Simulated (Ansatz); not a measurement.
# SnO, pressure series

The parent structure is SnO in the litharge type structure (space group P4/nmm, No. 129; a = 3.793 Å, c = 4.764 Å; layered, stacked along the Cartesian z axis).

Cell and atoms are relaxed at each pressure.

Method: Kohn–Sham DFT with the r2SCAN+rVV10 functional, run in Ansatz (a first-principles code) with PAW and 500 eV plane waves, no SOC.

Candidates:
(a) pressure 22.5 GPa
(b) pressure 9 GPa
(c) pressure 0.9 GPa
(d) pressure 15 GPa
(e) pressure 30 GPa

Base values:

| Quantity | Result |
|---|---|
| c/a ratio | 1.256 |

### Question
Order them by c/a ratio, lowest first.

### Answer
(e) pressure 30 GPa (1.143), (a) pressure 22.5 GPa (1.152), (d) pressure 15 GPa (1.164), (b) pressure 9 GPa (1.179), (c) pressure 0.9 GPa (1.237)

A case with no gap was solved on a k-mesh chosen for an insulator, which is coarse for it. Load acts through the strain it causes; cell and atoms are relaxed under it. Stability against distortions was not tested. No other phases were tried under pressure. The final runs are not spin-polarised.
